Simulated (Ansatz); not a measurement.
## SnSe2 under a change: pressure 1.5 GPa

Take SnSe2 in the CdI2 type structure (space group P-3m1, No. 164; a = 3.794 Å, c = 5.744 Å; layered, stacked along the Cartesian z axis) as the base.

One thing is altered: cell and atoms relaxed at a pressure of 1.5 GPa.

Level of theory: PBEsol-D3(BJ)/PAW in Ansatz (a program for electronic structure), no SOC. k-mesh 10×10×6 (Γ-centred); smearing 0.05 eV (Fermi–Dirac).

* **Volume per atom**: 23.06 Å³ (base 23.86 Å³)
* **Density**: 6.64 g/cm³ (base 6.42 g/cm³)
* **c/a ratio**: 1.481 (base 1.514)
* **Enthalpy H = E + PV relative to the base's energy**: +0.22 eV/atom
* **Band gap**: zero (base zero)

A case with no gap was solved on a k-mesh chosen for an insulator, which is coarse for it. Load acts through the strain it causes; cell and atoms are relaxed under it. No phonon test of stability was made. The final runs are not spin-polarised. Gaps under 0.05 eV, about the width of the smearing, are given as zero. A zero or small gap of SnSe2 can be the functional's error rather than a property of the material.
